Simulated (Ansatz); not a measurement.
Consider interstitial Lu in monoclinic HfO2, charge state +3. Method: PBE, PAW (plane waves to 420 eV; Ansatz, a first-principles code).

Settings: 96 host sites, the relaxed PBE lattice, the Γ point alone, smearing 0.01 eV, spin-restricted, no image-charge correction. No zero-point or tunnelling terms. Spin-orbit coupling is left out. The charge state is imposed; whether it is stable for some Fermi level was not computed. Sites that were not tried may lie lower.

Barriers: single points on a 2×2×2 k-point mesh shifted by half a step at the bands' geometries.

A. several atoms move together, Lu the farthest; the atom moves 3.46 Å along (0.00, 0.42, -0.50) of the unit cell; the moving atom starts with neighbours O at 2.06, O at 2.08, O at 2.16, O at 2.19, O at 2.24, O at 2.40, O at 2.59 Å and ends with O at 2.06, O at 2.08, O at 2.16, O at 2.19, O at 2.24, O at 2.40, O at 2.59 Å; saddle order not checked.
B. several atoms move together, Lu the farthest; the atom moves 1.42 Å along (0.25, -0.08, 0.12) of the unit cell; the moving atom starts with neighbours O at 2.06, O at 2.08, O at 2.16, O at 2.19, O at 2.24, O at 2.40, O at 2.59 Å and ends with O at 2.06, O at 2.08, O at 2.16, O at 2.19, O at 2.24, O at 2.40, O at 2.59 Å; saddle order not checked, on a symmetry element.

A band can be held on a symmetry element, so unchecked saddle points there may be too high.

Question: Rank these by forward barrier (lowest first), as PBE, PAW gives it.

Answer: B (0.58 eV), A (4.09 eV)
